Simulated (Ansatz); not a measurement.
The starting structures come from a database of crystals and need not be the phases stable at ambient conditions.

Consider the following.

```
Ba4Bi3NaO12
1.0
    7.53383     0.00000     0.00000
   -2.51128     7.10297     0.00000
    2.51128     3.55148     6.15135
Na Ba Bi O
1 4 3 12
Cartesian
  0.00000   0.00000   0.00000
 -1.25564   3.55148   0.00000
  3.76692   5.32722   3.07567
  3.76692   0.00000   0.00000
  1.25564   1.77574   3.07567
  5.02255   1.77574   3.07567
  0.00000   5.32722   3.07567
  2.51128   3.55148   0.00000
  1.33138   1.88285   0.00000
  3.69118   5.22011   0.00000
  1.17990   4.49291   4.52075
 -1.17990   6.16154   1.63060
  3.84266   2.61006   4.52075
  6.20245   0.94143   1.63060
  6.27819   6.21509   4.61351
  1.25564   4.43935   1.53784
  3.76692   2.66361   1.53784
  3.76692   7.99084   4.61351
  1.25564   7.10297   3.07567
  6.27819   3.55148   3.07567
```

Space group of this cell: Im-3m. The cell is taken as given; by r2SCAN its mean pressure is -5.3 GPa.

Transport runs along the normal of the first two printed cell vectors, the (110) plane of the conventional cell.

The gap is the functional's own. No spin-orbit coupling. Mid-gap values are interpolated on the energy grid.

**Question.** Give the band gap and the smallest decay constant κ at mid-gap that Ansatz (an electronic-structure program) with r2SCAN yields.

**Answer.** Gap 0.72 eV on a 6×6×6 mesh; κ = 0.143 1/Å, at the zone centre.
